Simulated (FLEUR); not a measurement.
Band structure of Y (P6_3/mmc, 2 atoms in the cell).

```
Y
1.0
    1.82500    -3.16099     0.00000
    1.82500     3.16099     0.00000
    0.00000     0.00000     5.73000
Y
2
Direct
  0.33333   0.66667   0.25000
  0.66667   0.33333   0.75000
```

Level of theory: PBE, all-electron FLAPW (FLEUR), scalar-relativistic valence in FLEUR.

Settings: Kmax = 3.8 1/bohr; GmaxXC = 15.2 1/bohr; xcFunctional = pbe; jspins = 1; l_soc = F; mode = hist; fermiSmearingEnergy = 0.00367493 Htr; mesh (inpgen div1-3) = 10 10 6; inpgen gamma flag = true; Gmax = 15.2 1/bohr; numbands = 0; maxIterBroyd = 15; imix = Anderson; alpha = 0.05.

The starting cell has typed, rounded lattice constants, without a prior relaxation at this level. Values depend on the basis (sphere radii, cutoffs, local orbitals), which need not be converged.

Levels in eV from the Fermi level, bands 7 to 14:
| point | 7 | 8 | 9 | 10 | 11 | 12 | 13 | 14 |
|---|---|---|---|---|---|---|---|---|
| Γ | -22.39 | -22.36 | -4.64 | -1.83 | 0.86 | 1.75 | 1.75 | 2.04 |
| M | -22.51 | -22.45 | -1.65 | -1.17 | -0.80 | -0.11 | 1.38 | 1.47 |
| K | -22.60 | -22.59 | -0.68 | -0.65 | -0.65 | -0.44 | 1.07 | 1.07 |
| A | -22.44 | -22.44 | -3.22 | -3.22 | 0.95 | 0.95 | 1.67 | 1.67 |
| L | -22.51 | -22.51 | -1.63 | -1.63 | 0.07 | 0.07 | 1.37 | 1.37 |
| H | -22.46 | -22.46 | -0.37 | -0.37 | -0.36 | -0.36 | 0.40 | 0.40 |
